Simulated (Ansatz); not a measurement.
The starting structures come from a database of crystals and need not be the phases stable at ambient conditions.

 Where the default PAW files enter, the runs use the earlier of Ansatz's two default sets.

Given:

```
CdMgTe2
1.0
    6.49047     0.00000     0.00000
    0.00000     6.52464     0.00000
    0.00000     3.26232     3.26232
Mg Cd Te
1 1 2
Direct
  0.50000   0.50000   0.00000
  0.00000   0.00000   0.00000
  0.74455   0.00000   0.50000
  0.25545   0.50000   0.50000
```

Space group of this cell: P-4m2. The cell is taken as given; by PBEsol its mean pressure is -0.9 GPa.

Transport runs along the normal of the first two printed cell vectors, the (110) plane of the conventional cell.

No gap correction and no spin-orbit coupling; mid-gap values are interpolated between computed energies.

Task: Predict the band gap and the smallest decay constant κ at mid-gap from Ansatz (a quantum-chemistry and plane-wave program) with PBEsol.

Result: Gap 1.35 eV on a 6×10×10 mesh; κ = 0.100 1/Å, at the zone centre.
